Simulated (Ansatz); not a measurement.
The starting structures come from a database of crystals and need not be the phases stable at ambient conditions.

The decay constant κ of evanescent states in the gap governs leakage through a thin film.

Consider the following.

```yaml
crystal:
  lattice:
    - [3.59552, 0.00000, 0.00000]
    - [-0.98488, 5.51338, 0.00000]
    - [1.27000, -0.60135, 2.67546]
  atoms:
    - { symbol: Na, position: [0.50000, 0.50000, 0.50000] }
    - { symbol: Au, position: [0.00000, 0.00000, 0.50000] }
    - { symbol: O, position: [0.06909, 0.24821, 0.08956] }
    - { symbol: O, position: [0.93091, 0.75179, 0.91044] }
```

Space group of this cell: C2/m. The cell is taken as given; by PBEsol its mean pressure is -0.9 GPa.

Transport runs along the normal of the first two printed cell vectors.

No gap correction and no spin-orbit coupling; mid-gap values are interpolated between computed energies.

**Question.** State the band gap and the smallest decay constant κ at mid-gap according to PBEsol run with Ansatz (an electronic-structure program).

**Answer.** Gap 1.27 eV on a 12×12×12 mesh; κ = 0.245 1/Å, at (0.125, 0.333) of the in-plane reciprocal vectors. At the zone centre, at the nearest computed energy, the slowest state has κ = 0.43 1/Å.
